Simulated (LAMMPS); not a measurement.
MD of Cu (fcc) at zero pressure, 864 atoms, as a liquid; each row is its own run.

Model: classical MD, pair style meam, file AlSiMgCuFe.meam; code LAMMPS.

```
T (K)  volume (Å³/atom)
-----  ----------------
750              12.772
950              13.026
1090             13.208
1220             13.384
1360             13.585
1700             14.099
1770             14.205
1900             14.428
2170             14.896
```

### Question
Fit a straight line, y = a + b x, to these rows (x is the first column, y the second) and predict the run at x = 1490.

### Answer
Least squares gives a = 11.598 and b = 0.001489. At x = 1490 the fit predicts 13.816 Å³/atom. The run itself gave 13.771 ± 0.005 Å³/atom, so the fit is 0.33 % high.

Caution (rows 750; 950; 1090): this liquid lies under the melting point of about 1190 K that MEAM AlSiMgCuFe.meam gives, so it is undercooled.
